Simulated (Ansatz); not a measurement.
The parent structure is Sn (space group I4_1/amd, No. 141; a = 5.949 Å, c = 3.214 Å; relaxed with 0.1 eV smearing). Axes: x, y, z lie along a, b, c of the conventional cell.

Calculations: DFT with PBE, PAW potentials and a 420 eV plane-wave cutoff in Ansatz (a program for electronic structure), without spin-orbit coupling.

Base values:

| Item | Result |
|---|---|
| Volume per atom | 28.44 Å³ |

Now apply this change: biaxial strain +1.34 %, plane normal [001], relaxed out of plane (Cartesian); in-plane vectors clamped, the third vector and the atoms free.

Task: Estimate the effect on the energy relative to the base.

Result: The energy increases by 3.0 meV/atom.

Task: How does this affect the in-plane stress?

Result: The mean in-plane stress (compression positive) amounts to -1.2 GPa.

Task: Estimate the effect on the volume per atom.

Result: The volume per atom goes up by 0.47 Å³ (28.44 Å³ → 28.91 Å³).

A biaxial case was relaxed in a doubled cell and then solved in the primitive one. Whether these cells are dynamically stable was not tested.
